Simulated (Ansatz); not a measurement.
Base system: AlN in the wurtzite structure (space group P6_3mc, No. 186; a = 3.114 Å, c = 4.983 Å). Axes: x lies along a and z along c of the hexagonal cell.

Level of theory: PBEsol in Ansatz (plane waves to 420 eV, PAW, no spin-orbit coupling).

The change: tensile biaxial strain of 3.00 % in the plane normal to [001], as in epitaxy on a mismatched substrate; the out-of-plane cell vector and the atoms relax.

Estimate the effect on the ratio −ε⊥/ε∥ and electron mass.

The ratio −ε⊥/ε∥ is 0.67; the electron mass is 0.28 mₑ (at Γ).

The levels and masses belong to the bands next to the band gap. Masses are band curvatures over ±0.01 Å⁻¹ around the edge. No phonon test of stability was made.

Ansatz is a program for electronic structure.
